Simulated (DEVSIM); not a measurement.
Device: GaP/Si n-p heterojunction, at 300 K.

Layer 1 from the left is GaP, thickness (μm) 0.0130, Nd (cm⁻³) 1.4e16, τn (s) 2e-7, τp (s) 2e-7. Layer 2 from the left is Si, thickness (μm) 0.220, Na (cm⁻³) 1.6e16, τn (s) 2e-7, τp (s) 2e-7.

Left contact: ohmic. Right contact: ohmic. Voltage is applied to the left contact. Recombination: SRH at mid-gap, radiative, Auger. Mobility is constant in doping.

The device is made up for the run: typed textbook-type constants, with dimensions and the other settings drawn at random. Values at 300 K.

GaP: gap (eV) 2.26, affinity (eV) 3.8, permittivity 11.1, Nc (cm⁻³) 1.8e19, Nv (cm⁻³) 1.9e19, μn (cm²/Vs) 250, μp (cm²/Vs) 150, B (cm³/s) 1e-13, Cn (cm⁶/s) 1e-30, Cp (cm⁶/s) 1e-30. Si: gap (eV) 1.124, affinity (eV) 4.05, permittivity 11.7, Nc (cm⁻³) 2.86e19, Nv (cm⁻³) 3.1e19, μn (cm²/Vs) 1417, μp (cm²/Vs) 470, B (cm³/s) 4.7e-15, Cn (cm⁶/s) 2.8e-31, Cp (cm⁶/s) 9.9e-32.

Simulated with DEVSIM: 1D drift-diffusion, Boltzmann statistics, complete ionisation; no tunnelling, impact ionisation, image-force lowering or self-heating. Band offsets follow the typed affinities; no thermionic-emission limit at abrupt steps, no polarisation charge.

### Question
What does the simulation give for the potential step across the device at zero bias, the largest field in the device at zero bias, the dark forward voltage at 1 A/cm²?

### Answer
potential step across the device at zero bias 0.993 V; largest field in the device at zero bias 120000 V/cm; dark forward voltage at 1 A/cm² 0.489 V.
